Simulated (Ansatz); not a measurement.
Structures of equal composition on the (111)A surface of zinc-blende ZnSe (Zn plane on top): 2x2 O adatom at H3; 2x2 O adatom at T4. The slabs share one bottom face, and each structure is named by its start. These are constructed structures in small cells; real faces may alloy, dewet or reconstruct in larger ones, and not all known structures of the face are among them. Slabs of about 14 Å with all that they carry, Fermi-Dirac smearing of 0.025 eV. Bottom of the slabs: H caps. Relaxed from the named starts with such symmetry as they have, on meshes of like density; energies extrapolated to zero smearing; no spin-orbit coupling, no U. Spin-polarised runs, if any, are marked in brackets, and their order is one that fits the cell; the others ran without spin.

Host crystal: zinc-blende ZnSe, with a band gap (PBE, scalar-relativistic without spin-orbit coupling).

The numbers are results of PBE (plane waves to 420 eV, PAW; Ansatz, a quantum-chemistry and plane-wave program), not measurements.

### Question
Order them by energy per 1x1 cell (lowest first) at the level PBE.

### Answer
2x2 O adatom at H3 (0.000 eV (3 O–Zn bonds formed), gap 1.26 eV on the mesh), 2x2 O adatom at T4 (0.121 eV (3 O–Zn bonds formed; 1 O–Se bonds broke), gap 0.71 eV on the mesh)
